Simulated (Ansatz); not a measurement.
Cells marked so need not be the phases stable at ambient conditions, and some may be hypothetical.

 Where the default PAW files enter, the runs use the earlier of Ansatz's two default sets.

The gap is the functional's own. No spin-orbit coupling. Mid-gap values are interpolated on the energy grid.

A. LiCl (Fm-3m, rock salt, 2 atoms a cell, 16.4 Å³ an atom), along the normal of (110)
B. KF (Fm-3m, rock salt, 2 atoms a cell, 18.7 Å³ an atom), along the normal of (111)
C. Be$_{3}$N$_{2}$ (P6_3/mmc, not sure to be the ambient phase, 10 atoms a cell, 6.8 Å³ an atom), along the normal of (100)
D. MgSe (F-43m, zinc blende, not sure to be the ambient phase, 2 atoms a cell, 26.2 Å³ an atom), along the normal of (111)

Question: Rank these by mid-gap decay constant of the slowest evanescent state (lowest first), as r2SCAN in Ansatz (a program for electronic structure) gives it.

Answer: D (0.21 1/Å), C (0.35 1/Å), A (0.41 1/Å), B (0.58 1/Å)
